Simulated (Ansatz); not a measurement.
Functionals compared on the (111) surface of germanium (2x2 Ge adatom at T4; a constructed slab, bottom: 4 H on 4 bottom sites), in Ansatz (plane waves, PAW). The structure was relaxed with PBE; the other rows are single points on it. Cutoff 420 eV (500 eV for r2SCAN).

Slab: 37 atoms, 13.7 Å thick at the start with caps and adatoms (thin: gaps and levels are the slab's own); k 3x3x1, smearing 0.01 eV, dipole-corrected; 20 atoms held, the rest relaxed; held to the start's symmetry, so lower structures may exist; no spin (no spin-polarised run to compare, though such a face may carry moments), no spin-orbit, no U. The slab shows no gap over 0.04 eV on its mesh. These notes are the PBE run's.

| functional | work function of the top face (eV) | rough cost of the single point |
|---|---|---|
| PBE | 4.38 | – |
| RPBE | [?] | very roughly 2.4 core-minutes |

What belongs in the gaps?


- RPBE, work function of the top face (eV): 4.31

Ansatz is a program for electronic structure.
